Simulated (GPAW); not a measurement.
Band structure of GaAs (F-43m, 2 atoms in the cell).

```
CELL_PARAMETERS angstrom
      0.00000     2.93460     2.93460
      2.93460     0.00000     2.93460
      2.93460     2.93460     0.00000
ATOMIC_POSITIONS crystal
  Ga 0.00000 0.00000 0.00000
  As 0.25000 0.25000 0.25000
```

Method: PBE, GPAW PAW datasets PBE (gpaw-data 1.0.1) (plane waves; GPAW).

Settings: mode = pw; ecut = 600 eV; xc = PBE; kpts = 7 7 7; mesh shift (steps) = 0 0 0; occupations.name = methfessel-paxton; occupations.width = 0.2 eV; occupations.order = 0; nbands = -8; symmetry.symmorphic = false; symmetry.tolerance = 0.0005; maxiter = 120; bandpath_npoints = 40.

The starting cell comes from a database of computed structures (which also holds hypothetical and non-ambient phases and stackings), without a prior relaxation at this level. Its lattice was rescaled by a random factor within 2.5 % of one. The run gives no clean gap (levels at the Fermi energy touch, overlap or are partly filled at this smearing), which alone does not show that the compound is a metal.

Levels in eV from the Fermi level, bands 1 to 8:
```
point       1      2      3      4      5     6     7     8
-----  ------  -----  -----  -----  -----  ----  ----  ----
Γ      -12.04  -0.32  -0.09  -0.09  -0.09  3.64  3.64  3.64
X      -10.10  -6.39  -2.38  -2.38   1.58  1.62  9.25  9.25
W      -10.07  -6.24  -3.13  -2.92   4.05  4.59  5.00  5.93
K      -10.14  -6.23  -3.39  -2.02   1.93  4.32  7.32  7.51
L      -10.68  -6.14  -1.06  -1.06   0.65  4.52  4.52  7.54
U      -10.14  -6.23  -3.39  -2.02   1.93  4.32  7.32  7.51
```

Bands cross the Fermi level along this path, so the cell is metallic at this level.
